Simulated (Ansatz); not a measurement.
# Mg_Si (silicon host)

The numbers are results of PBE, PAW (plane waves to 420 eV; Ansatz, a program for electronic structure), not measurements. Cell: 64 sites, 2×2×2; final energies on a 2×2×2 shifted mesh. Site at the start: the Si site. Energies of charged states are corrected for periodic images (point charge plus alignment at distant sites). Dielectric constants: PBE linear response of the host. Host gap at this level: 0.61 eV. A cell of this size leaves errors of a few tenths of an eV. Levels are measured in PBE's own, too narrow, gap. Spin–orbit coupling is left out. Each state is the lowest found from its start.

Formation energies E_f are given with the Fermi level at the valence-band maximum. Chemical conditions: impurity bounded by its compound with the host (Δμ(Si) = 0.00 eV, Δμ(Mg) = -0.24 eV, bounded by antifluorite Mg2Si; only phases computed here count, gases as isolated molecules at 0 K). Reference phases: Mg: hcp Mg, Si: silicon.

| charge | moment (μB) | point group | largest move off a lattice site (Å) | image correction with alignment (eV) | E_f, impurity bounded by its compound with the host (eV) |
|---|---|---|---|---|---|
| +1† | 1.0 | – | 0.27 | 0.06 | – |
| 0† | not spin-polarised | – | 0.19 | 0.00 | 2.74 |
| −1 | 1.0 | near Td | 0.20 | 0.15 | 3.03 |
| −2† | not spin-polarised | – | 0.13 | 0.52 | – |

† Not settled in this cell, so no level is given: charge +1: level within 0.1 eV of a band edge or past it; charge 0: a level filled in part, carriers not clearly localised, no spin-polarised start tried; charge −2: level within 0.1 eV of a band edge or past it.

Point groups are those of the whole cell at tolerances of 0.03 and 0.1 Å ("near" where only the looser one holds); none is given for unsettled states.

All states together cost roughly 90 core-minutes.
